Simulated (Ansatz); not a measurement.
Cu under load (space group R-3m): band-structure transport figures

Given:

```xyz
1
Lattice="0.0063 1.7864 1.7864 1.7864 0.0063 1.7864 1.7864 1.7864 0.0063" Properties=species:S:1:pos:R:3 pbc="T T T"
Cu     0.0000     0.0000     0.0000
```

Method: PBEsol, rigid bands (plane waves, PAW, scalar-relativistic; Ansatz, a quantum-chemistry and plane-wave program). Condition of this run: uniaxial stress along [111] of -1 GPa (compression positive) (the target of the relaxation). Cell: cell and atoms relaxed with PBEsol, then loaded as said.

The density of states at the Fermi level is 0.299 states/(eV·cell), both spins and the bare Sommerfeld coefficient is 0.71 mJ/(mol of atoms·K²). The drude plasma energy is 9.1 eV and the root-mean-square Fermi velocity is 1.1e6 m/s. The resistivity times τ is 6.0 ×10⁻²² Ω·m·s and the resistivity times mean free path comes out as 6.5 ×10⁻¹⁶ Ω·m².

A metal at this level (no band gap); rigid bands, thermally averaged at 300 K, both spins. Spin-orbit coupling is left out. τ is one relaxation time for all states; the product of resistivity and mean free path takes one path for all states instead.
